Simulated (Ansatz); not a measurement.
The starting structures come from a database of crystals and need not be the phases stable at ambient conditions.

The decay constant κ of evanescent states in the gap governs leakage through a thin film.

```yaml
crystal:
  lattice:
    - [7.04452, 0.00000, 0.00000]
    - [0.00000, 7.78800, 0.00000]
    - [0.00000, 0.00000, 6.63618]
  atoms:
    - { symbol: Cd, position: [0.85546, 0.00000, 0.01579] }
    - { symbol: Cd, position: [0.14454, 0.50000, 0.51579] }
    - { symbol: Ag, position: [0.67624, 0.24298, 0.49470] }
    - { symbol: Ag, position: [0.32376, 0.25702, 0.99470] }
    - { symbol: Ag, position: [0.67624, 0.75702, 0.49470] }
    - { symbol: Ag, position: [0.32376, 0.74298, 0.99470] }
    - { symbol: Ge, position: [0.82626, 0.50000, 0.01210] }
    - { symbol: Ge, position: [0.17374, 0.00000, 0.51210] }
    - { symbol: S, position: [0.18012, 0.00000, 0.17662] }
    - { symbol: S, position: [0.81988, 0.50000, 0.67662] }
    - { symbol: S, position: [0.33366, 0.76847, 0.61911] }
    - { symbol: S, position: [0.66634, 0.73153, 0.11911] }
    - { symbol: S, position: [0.33366, 0.23153, 0.61911] }
    - { symbol: S, position: [0.66634, 0.26847, 0.11911] }
    - { symbol: S, position: [0.87884, 0.00000, 0.63097] }
    - { symbol: S, position: [0.12116, 0.50000, 0.13097] }
```

Space group of this cell: Pmn2_1. The cell is taken as given; by r2SCAN its mean pressure is 0.5 GPa.

Transport runs along the normal of the first two printed cell vectors.

The gap is the functional's own. No spin-orbit coupling. Mid-gap values are interpolated on the energy grid.

### Question
Compute, with r2SCAN run with Ansatz (a quantum-chemistry and plane-wave program), the band gap and the smallest decay constant κ at mid-gap.

### Answer
Gap 1.06 eV on a 4×4×6 mesh; κ = 0.112 1/Å, at the zone centre.
